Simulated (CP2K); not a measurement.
Checking a run of CP2K on LaP7 (P2_1/c, 32 atoms in the cell). The aim is a self-consistent single point with DFT LDA (Pade form), GPW, DZVP-MOLOPT-SR-GTH basis, GTH-PADE potentials (GTH_POTENTIALS).

Cell that was meant: a = 7.0407 Å, b = 11.7472 Å, c = 10.3289 Å, α = 90.00°, β = 129.55°, γ = 90.00°.

Part of the input:

```
    &END CELL
    &COORD
      SCALED
      La      -3.91038020     4.09952739     5.70775319
      La       4.37443220     7.64764261     2.25673881
      La       1.08610320     9.97311239     6.23898481
      La      -0.62205120     1.77405761     1.72550719
      P        3.36588697     2.58026589     1.99876891
      P       -2.90183497     9.16690411     5.96572309
      P        0.38649403     8.45385089     1.98347709
      P        0.07755797     3.29331911     5.98101491
      P       -0.47377428     5.45679541     3.26257450
      P        0.93782628     6.29037459     4.70191750
      P        4.22615528    11.33038041     0.71967150
      P       -3.76210328     0.41678959     7.24482050
      P       -2.29901440     1.32977964     5.87500752
      P        2.76306640    10.41739036     2.08948448
      P       -0.52526260     7.20336464     6.07173048
      P        0.98931460     4.54380536     1.89276152
      P       -1.29659524     3.97794418     7.57216112
      P        1.76064724     7.76922582     0.39233088
      P       -1.52768176     9.85152918     4.37457688
      P        1.99173376     1.89564082     3.58991512
      P       -0.24171515     1.17929840     6.52881267
      P        0.70576715    10.56787160     1.43567933
      P       -2.58256185     7.05288340     5.41792533
      P        3.04661385     4.69428660     2.54656667
      P       -0.62234960     6.00280387     7.88922755
      P        1.08640160     5.74436613     0.07526445
      P       -2.20192740     0.12921887     4.05751045
      P        2.66597940    11.61795113     3.90698155
      P       -1.24747200     3.65759885     4.21488881
      P        1.71152400     8.08957115     3.74960319
      P       -1.57680500     9.53118385     7.73184919
      P        2.04085700     2.21598615     0.23264281
    &END COORD
    &KIND La
      BASIS_SET DZVP-MOLOPT-SR-GTH-q11
```

Log, with long lists cut:

```
 GLOBAL| Method name                                                        CP2K
   [... lines left out ...]
                        No outer SCF

 Extrapolation method: initial_guess

 Number of electrons:                                                        184
 Number of occupied orbitals:                                                 92
 Number of molecular orbitals:                                               121

 Number of orbital functions:                                                468
 Number of independent orbital functions:                                    468
 SCF WAVEFUNCTION OPTIMIZATION

  Step     Update method      Time    Convergence         Total energy    Change
     1 NoMix/Diag. 0.30E+00      -     2.30395255      -318.5553544009 -3.19E+02
     2 Broy./Diag. 0.30E+00      -     0.48387651      -301.4203471389  1.71E+01
     3 Broy./Diag. 0.30E+00      -     0.18973959      -308.9198538842 -7.50E+00
     4 Broy./Diag. 0.30E+00      -     0.04669555      -309.4316153689 -5.12E-01
     5 Broy./Diag. 0.30E+00      -     0.01888863      -310.0146911494 -5.83E-01
     6 Broy./Diag. 0.30E+00      -     0.00308511      -310.1799980558 -1.65E-01
   [... lines left out ...]
    10 Broy./Diag. 0.30E+00      -     0.00011083      -310.0430401497  1.85E-03
    11 Broy./Diag. 0.30E+00      -     0.00005209      -310.0434988497 -4.59E-04
    12 Broy./Diag. 0.30E+00      -     0.00003483      -310.0443370754 -8.38E-04
    13 Broy./Diag. 0.30E+00      -     0.00000840      -310.0449492633 -6.12E-04
    14 Broy./Diag. 0.30E+00      -     0.00000490      -310.0451510242 -2.02E-04
    15 Broy./Diag. 0.30E+00      -     0.00000113      -310.0451707661 -1.97E-05
    16 Broy./Diag. 0.30E+00      -     0.00000044      -310.0451584070  1.24E-05
  *** SCF run converged in    16 steps ***

  Overlap energy of the core charge distribution:               0.00004937800587
  Self energy of the core charge distribution:               -714.42759218994524
  Core Hamiltonian energy:                                    160.10310802071123
  Hartree energy:                                             311.13778018598458
  Exchange-correlation energy:                                -66.85834986277591
  Electronic entropic energy:                                  -0.00015393930078
  Fermi energy:                                                 0.23897983999973

  Total energy:                                              -310.04515840697951
  Total energy (extrapolated to T->0):                       -310.04508143732915

   [... lines left out ...]
 STRESS|                        x                   y                   z
 STRESS|      x        2.57684945732E+05  -9.99565410188E+04   2.23492197659E+05
 STRESS|      y       -9.99565410188E+04   5.46506896224E+05  -1.31065604008E+04
 STRESS|      z        2.23492197659E+05  -1.31065604008E+04   3.45609652209E+05
 STRESS| 1/3 Trace                                             3.83267164722E+05
```

Problem. Can these results be used? Check the input.

Solution. The run is not sound. The fault is fractional and Cartesian coordinates mixed up. The same three numbers mean different points as fractional and as Cartesian coordinates. To fix it, make label and numbers agree, by changing either. The run converged in 16 iterations without an error; against the sound input the free energy goes up by 2.37 eV/atom, the pressure goes from -2.89 to 38.33 GPa, the largest force goes from 0.284 to 38.94 eV/Å and no clean gap remains on the mesh (levels overlap or are partly filled), against 1.00 eV before.

On the sound input: the starting cell comes from a database of computed structures (which also holds hypothetical and non-ambient phases and stackings), without a prior relaxation at this level. Values carry the incompleteness of an atom-centred basis.
